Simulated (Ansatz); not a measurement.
Cubic perovskite KZnF3

Calculation: PBE-D4 (Ansatz, a program for electronic structure, PAW).

Numerical settings: plane-wave cutoff 520 eV, 8×8×8 k mesh, Fermi–Dirac smearing 0.01 eV, scalar-relativistic PAW data made under PBE.

Cell: relaxed at this level.

| Property | Result |
|---|---|
| equilibrium volume per atom | 13.84 Å³/atom |
| lattice parameter a | 4.105 Å |
| band gap | 3.76 eV (indirect) |
| smallest direct gap on the k points sampled | 5.35 eV |

Measured, for comparison: equilibrium volume per atom 13.34 Å³/atom, lattice constant a 4.055 Å (room temperature, no zero-point or thermal correction; as tabulated in Dubrovin et al. (2021), arXiv:2110.13026). Computed (rounded) less measured: equilibrium volume per atom +3.7 %, lattice constant a +1.2 %.

The computed numbers hold no vibrational or temperature effects.

The result took roughly 60 core-seconds.
